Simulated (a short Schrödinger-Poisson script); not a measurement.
**Gated In0.52Al0.48As/In0.53Ga0.47As modulation-doped gas in a quantum well**

Structure: gated In0.52Al0.48As/In0.53Ga0.47As modulation-doped gas in a quantum well, at 20 K.

```csv
layer,material,thickness (nm),Nd (cm⁻³),Na (cm⁻³)
1,In0.52Al0.48As,8,-,-
2,In0.52Al0.48As,40,7.8e17,-
3,In0.52Al0.48As,40,-,-
4,In0.53Ga0.47As,8,-,-
5,In0.52Al0.48As,4000,-,2e14
```

Constants are typed, rounded textbook-type inputs, not results; the design itself was drawn at random and stands for no fabricated device. In0.52Al0.48As: permittivity 12.5, conduction-band edge (eV) 0.52, gap (eV) 1.45, electron mass (mₑ) 0.075, Nv at 300 K (cm⁻³) 1.1e19. In0.53Ga0.47As: permittivity 13.9, conduction-band edge (eV) 0, gap (eV) 0.74, Nv at 300 K (cm⁻³) 7.7e18.

Channel valleys (confinement mass, in-plane density-of-states mass, number): Γ 0.041, 0.041, 1. At the gate the conduction-band edge of layer 1 lies 0.65 eV − eVg above the Fermi level of the channel; the field vanishes at the back. Donor level 0.02 eV below the band edge. The barrier under the gate holds no holes. Gaps are held at their typed values at every temperature. Mesh 0.08 nm at interfaces.

From a short Schrödinger-Poisson script (our own, NumPy): 1D Poisson equation in equilibrium, electrons quantum, Hartree plus LDA exchange-correlation (BenDaniel-Duke, 40 states a valley, the channel's in-plane mass for all, wave functions free to enter the barrier), parabolic valleys, classical holes, donors ionised by Fermi statistics, acceptors fully, no traps, pinning or gate leakage.

| Vg (V) | electrons (cm⁻²) | in the channel layer | C (μF/cm²) | Γ E0 (meV) | Γ E1 (meV) |
|---|---|---|---|---|---|
| 0.4 | 5.56e11 | 5.34e11 | 0.511 | -32.4 | 21.7 |
| 0.3 | 5.55e11 | 5.34e11 | 0.435 | -32.4 | 23.5 |
| 0.2 | 5.55e11 | 5.34e11 | 0.386 | -32.4 | 25.4 |
| 0.1 | 5.55e11 | 5.34e11 | 0.350 | -32.4 | 27.7 |
| 0 | 5.55e11 | 5.34e11 | 0.322 | -32.4 | 30.4 |
| -0.1 | 5.55e11 | 5.33e11 | 0.299 | -32.4 | 33.7 |
| -0.2 | 5.53e11 | 5.32e11 | 0.276 | -32.3 | 38.2 |
| -0.3 | 5.17e11 | 4.98e11 | 0.118 | -30.2 | 67.9 |
| -0.4 | 4.44e11 | 4.27e11 | 0.118 | -25.9 | 124.0 |
| -0.5 | 3.70e11 | 3.56e11 | 0.118 | -21.6 | 178.9 |
| -0.6 | 2.97e11 | 2.85e11 | 0.118 | -17.3 | 189.8 |
| -0.7 | 2.23e11 | 2.15e11 | 0.118 | -13.0 | 194.3 |
| -0.8 | 1.49e11 | 1.44e11 | 0.118 | -8.7 | 198.8 |
| -0.9 | 7.52e10 | 7.24e10 | 0.119 | -4.3 | 203.4 |
| -1 | 2.59e9 | 2.50e9 | 0.0932 | 4.1 | 211.6 |

Gate voltages with under 1e6 electrons/cm² are left out.

Subbands count from the Fermi level.
